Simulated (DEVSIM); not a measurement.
System: abrupt Si n-p junction, at 300 K.

```
layer (left to right)  material  thickness (μm)  Nd (cm⁻³)  Na (cm⁻³)  τn (s)  τp (s)
---------------------  --------  --------------  ---------  ---------  ------  ------
1                            Si            1.60     7.7e16          -  1.4e-5  1.4e-5
2                            Si             100          -     1.4e16  1.4e-5  1.4e-5
```

Left contact: ohmic. Right contact: ohmic. Voltage is applied to the left contact. Recombination: SRH at mid-gap, radiative. Mobility is μmin + (μ − μmin)/(1 + (N/Nref)^α).

The device is made up for the run: typed textbook-type constants, with dimensions and the other settings drawn at random. Values at 300 K.

```
parameter           Si
-------------  -------
gap (eV)         1.124
affinity (eV)     4.05
permittivity      11.7
Nc (cm⁻³)      2.86e19
Nv (cm⁻³)       3.1e19
μn (cm²/Vs)       1417
μp (cm²/Vs)        470
μn,min              52
μp,min              45
Nref,n          9.7e16
Nref,p          2.2e17
αn                0.68
αp                0.72
B (cm³/s)      4.7e-15
```

DEVSIM, 1D drift-diffusion, Boltzmann statistics, complete ionisation; no tunnelling, impact ionisation, image-force lowering or self-heating.

The thickness of layer 1 was swept, all else fixed.

| thickness of layer 1 (μm) | dark forward voltage at 1 A/cm² (V) | dark forward voltage at 100 A/cm² (V) |
|---|---|---|
| 0.32 | 0.615 | 1.172 |
| 0.56 | 0.628 | 1.101 |
| 0.96 | 0.639 | 1.047 |
| 1.6 | 0.648 | 1.008 |
| 2.7 | 0.657 | 0.977 |
| 4.8 | 0.665 | 0.949 |
| 8 | 0.670 | 0.933 |

From the first row to the last the dark forward voltage at 1 A/cm² goes from 0.615 to 0.670. From the first row to the last the dark forward voltage at 100 A/cm² goes from 1.172 to 0.933.
